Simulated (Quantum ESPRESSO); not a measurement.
Convergence study of the k-point mesh for Al (Fm-3m, 1 atom in the cell)

```xyz
1
Lattice="-2.0311 0.0000 2.0311 0.0000 2.0311 2.0311 -2.0311 2.0311 0.0000" Properties=species:S:1:pos:R:3 pbc="T T T"
Al     0.0000     0.0000     0.0000
```

Level of theory: PBEsol, SSSP 1.1.2 efficiency (PBE) pseudopotentials (plane waves; Quantum ESPRESSO).

Base settings: ecutwfc = 35 Ry; ecutrho = 280 Ry; occupations = smearing; smearing = gaussian; degauss = 0.0073499 Ry; input_dft = pbesol; potentials = {Al: Al.pbe-n-kjpaw_psl.1.0.0.UPF}; K_POINTS = automatic 14 14 14 0 0 0; conv_thr = 1e-11 Ry; mixing_beta = 0.4.

The second cell is the first with its lattice scaled by 0.98.

Only quantities that move along the ladder and can be compared are tabulated.

The count of work is k-points × plane waves × bands × iterations; it is no time. Core times come from one kind of shared machine, to one figure; runs under 30 s give none.

The starting cell has typed, rounded lattice constants, without a prior relaxation at this level. Its lattice was rescaled by up to half a per cent.

Steps (K_POINTS): automatic 2 2 2 0 0 0; automatic 3 3 3 0 0 0; automatic 4 4 4 0 0 0; automatic 5 5 5 0 0 0; automatic 6 6 6 0 0 0; automatic 7 7 7 0 0 0; automatic 8 8 8 0 0 0; automatic 9 9 9 0 0 0; automatic 10 10 10 0 0 0; automatic 11 11 11 0 0 0; automatic 12 12 12 0 0 0; automatic 13 13 13 0 0 0; automatic 14 14 14 0 0 0; automatic 15 15 15 0 0 0; automatic 16 16 16 0 0 0; automatic 18 18 18 0 0 0; automatic 20 20 20 0 0 0; automatic 22 22 22 0 0 0; automatic 24 24 24 0 0 0; automatic 27 27 27 0 0 0; automatic 30 30 30 0 0 0; automatic 33 33 33 0 0 0; automatic 37 37 37 0 0 0; automatic 41 41 41 0 0 0; automatic 46 46 46 0 0 0.

### Question
What is the coarsest K_POINTS that holds the pressure within 0.1 GPa of the last step, with all finer ones?

### Answer
automatic 15 15 15 0 0 0, at 0.049 of the last step's count of work; the step before is off by 0.20 GPa.

### Question
What is the coarsest K_POINTS that holds the energy of the compressed cell less the first within 2 meV/atom of the last step, with all finer ones?

### Answer
automatic 10 10 10 0 0 0, at 0.019 of the last step's count of work; the step before is off by 2.5 meV/atom.

### Question
What is the coarsest K_POINTS that holds the free energy within 1 meV/atom of the last step, with all finer ones?

### Answer
automatic 27 27 27 0 0 0, at 0.23 of the last step's count of work; the step before is off by 1.8 meV/atom.

| K_POINTS | free energy less the last step's (meV/atom) | energy of the compressed cell less the first (meV/atom) | pressure (GPa) | count of work / last | core time / last (rough) |
|---|---|---|---|---|---|
| automatic 2 2 2 0 0 0 | -660.70 | -32.56 | -8.17 | 0.0014 | – |
| automatic 3 3 3 0 0 0 | 578.12 | -6.76 | -3.55 | 0.0016 | – |
| automatic 4 4 4 0 0 0 | 286.83 | 4.31 | -1.88 | 0.0033 | – |
| automatic 5 5 5 0 0 0 | 54.75 | 11.21 | -0.81 | 0.0041 | – |
| automatic 6 6 6 0 0 0 | -66.39 | 1.52 | -2.13 | 0.0065 | – |
| automatic 7 7 7 0 0 0 | -45.00 | -4.72 | -3.01 | 0.0081 | – |
| automatic 8 8 8 0 0 0 | 5.72 | -0.82 | -2.57 | 0.012 | – |
| automatic 9 9 9 0 0 0 | 29.42 | 0.71 | -2.30 | 0.014 | – |
| automatic 10 10 10 0 0 0 | 19.14 | -3.06 | -2.59 | 0.019 | – |
| automatic 11 11 11 0 0 0 | -8.06 | -1.04 | -2.56 | 0.023 | – |
| automatic 12 12 12 0 0 0 | -7.47 | -0.24 | -2.45 | 0.029 | – |
| automatic 13 13 13 0 0 0 | 3.98 | -2.26 | -2.67 | 0.034 | – |
| automatic 14 14 14 0 0 0 | 8.07 | -3.14 | -2.82 | 0.042 | – |
| automatic 15 15 15 0 0 0 | 0.40 | -2.19 | -2.69 | 0.049 | – |
| automatic 16 16 16 0 0 0 | -4.96 | -1.84 | -2.66 | 0.059 | – |
| automatic 18 18 18 0 0 0 | 2.56 | -1.64 | -2.56 | 0.079 | – |
| automatic 20 20 20 0 0 0 | 0.79 | -1.95 | -2.61 | 0.10 | – |
| automatic 22 22 22 0 0 0 | -1.38 | -1.55 | -2.58 | 0.13 | – |
| automatic 24 24 24 0 0 0 | 1.79 | -2.16 | -2.65 | 0.17 | 0.3 |
| automatic 27 27 27 0 0 0 | -0.25 | -1.78 | -2.63 | 0.23 | – |
| automatic 30 30 30 0 0 0 | -0.27 | -1.79 | -2.62 | 0.31 | 0.4 |
| automatic 33 33 33 0 0 0 | 0.63 | -1.83 | -2.61 | 0.39 | 0.5 |
| automatic 37 37 37 0 0 0 | 0.13 | -1.76 | -2.61 | 0.54 | 0.5 |
| automatic 41 41 41 0 0 0 | -0.11 | -1.72 | -2.61 | 0.72 | 0.8 |
| automatic 46 46 46 0 0 0 | 0.00 | -1.76 | -2.62 | 1.0 | 1 |

The energy difference between the two cells stays within 1 meV/atom of the last step's from automatic 15 15 15 0 0 0 on, the total only from automatic 27 27 27 0 0 0 on: much of the error is common to both cells and cancels.

Two neighbours can agree and both be off: automatic 11 11 11 0 0 0 and automatic 12 12 12 0 0 0 differ by 0.59 meV/atom in the free energy, yet lie about 7.5 meV/atom from the last step.
